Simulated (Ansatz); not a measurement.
Worked example: relaxation of cell and atoms of YTi2Ga4 (I4/mmm, 7 atoms in the cell) in Ansatz (a first-principles code).

Method of the run: PBEsol, PAW files made with PBE (plane waves; Ansatz).

```
Y(TiGa2)2
1.0
   -3.39292     3.39292     2.74046
    3.39292    -3.39292     2.74046
    3.39292     3.39292    -2.74046
Y Ti Ga
1 2 4
Direct
  0.00000   0.00000   0.00000
  0.75000   0.25000   0.50000
  0.25000   0.75000   0.50000
  0.30349   0.69651   0.00000
  0.69651   0.30349   0.00000
  0.69651   0.69651   0.39302
  0.30349   0.30349   0.60698
```

Reference input (self-consistent single point, DFT, PBEsol, plane waves, PAW files made with PBE): kpoints.mp_grid.grid = 5 5 5; hamiltonian.xc = pbesol; hamiltonian.pseudopotentials = {kind: paw} (the program's default PAW files); scf.occupations.method = gaussian; scf.occupations.width = 0.136 eV. This run's input differs from it in these lines:

```diff
@@ -26,2 +26,4 @@
     width: 0.136
+relax:
+  cell: {}
 output:
```

Log, with long lists cut:

```
   [... SCF lines of the steps left out ...]
relax step   1: F+E_penalty+E_count = -23719.82984496 eV  Δ(F+E_penalty+E_count) = +0.000e0 eV  max|allowed force component| = 3.497e-2 eV/Å  Δτ_max = 0.0000 Å  P = -4.806 GPa  Ω = 126.192 Å³  (9 SCF iters, dr2 threshold 1.00e-7 eV, accepted)
relax step   2: F+E_penalty+E_count = -23719.87177767 eV  Δ(F+E_penalty+E_count) = -4.193e-2 eV  max|allowed force component| = 1.471e-1 eV/Å  Δτ_max = 0.0194 Å  P = +4.091 GPa  Ω = 115.934 Å³  energy of the carried Pulay correction = +2.058e-3 eV  [...]
   [... lines left out ...]
relax step   4: F+E_penalty+E_count = -23719.92849343 eV  Δ(F+E_penalty+E_count) = -5.237e-4 eV  max|allowed force component| = 2.483e-3 eV/Å  Δτ_max = 0.0011 Å  P = -0.031 GPa  Ω = 120.003 Å³  energy of the carried Pulay correction = +1.221e-3 eV  [...]
relax step   5: F+E_penalty+E_count = -23719.92711930 eV  Δ(F+E_penalty+E_count) = +1.374e-3 eV  max|allowed force component| = 2.582e-3 eV/Å  Δτ_max = 0.0000 Å  P = -0.025 GPa  Ω = 120.003 Å³  stress off target by 3.79e-2 GPa  SCF on the basis [...]
basis re-selected at this cell: Δ(F+E_penalty+E_count) = +1.374e-3 eV, ΔP = +0.006 GPa vs the last step
the relaxation is at rest under the 16 symmetry operations that the run kept from its start: a minimum is not shown …
Free energy (F): -23719.927119 eV
Internal energy: -23719.877219 eV  (E = F + TS)
E sigma→0 (E₀):  -23719.902169 eV
Entropy (-TS):   -0.049900 eV (-7.129 meV/atom)
Fermi energy:    12.584401 eV
--- Forces (eV/Å), atoms counted from 1 ---
  atom   1  Y      0.00000000     0.00000000     0.00000000
   [... lines left out ...]
  cell:  # Å, volume = 120.0026 Å³
   [... lines left out ...]
    - { symbol: Ti, position: [0.2500000000000001, 0.75, 0.5] }
    - { symbol: Ga, position: [0.3032595981357675, 0.6967404018642327, 0.0] }
    - { symbol: Ga, position: [0.6967404018642327, 0.3032595981357675, 0.0] }
    - { symbol: Ga, position: [0.6967404018642326, 0.6967404018642326, 0.3934808037284652] }
    - { symbol: Ga, position: [0.30325959813576736, 0.30325959813576736, 0.6065191962715347] }
```

The run converged.  The full log also holds: “iter 4 did not close the SCF: its close was put off for the readings that it lacked (scf_convergence_deferred on its scf_iter line)”. The full log also holds: “iter 5 did not close the SCF: its close was put off for the readings that it lacked (scf_convergence_deferred on its scf_iter line)”.

Summary of the result:
| Quantity | Result |
|---|---|
| Free energy E − TS (on the zero of these files) | -23719.9271 eV |
| Fermi level (on the code's own zero) | 12.58 eV |
| Pressure | -0.02 GPa |
| Largest force (vector length) | 0.004 eV/Å |
| Final cell | a = b = c = 5.436 Å, α = β = 104.13°, γ = 120.79° |
| Final volume per atom | 17.14 Å³ |
| Relaxation steps | 5 |

The starting cell comes from a database of computed structures (which also holds hypothetical and non-ambient phases and stackings), without a prior relaxation at this level. Its lattice was rescaled by a random factor within 2.5 % of one. Spin polarisation is off. The relaxation keeps the symmetry of its start, so its end need not be a minimum. Ansatz's pressure includes its estimate of the finite-basis (Pulay) stress.

Cost on one core of a shared machine: roughly 40 s.

Keys are those of Ansatz 0.2.
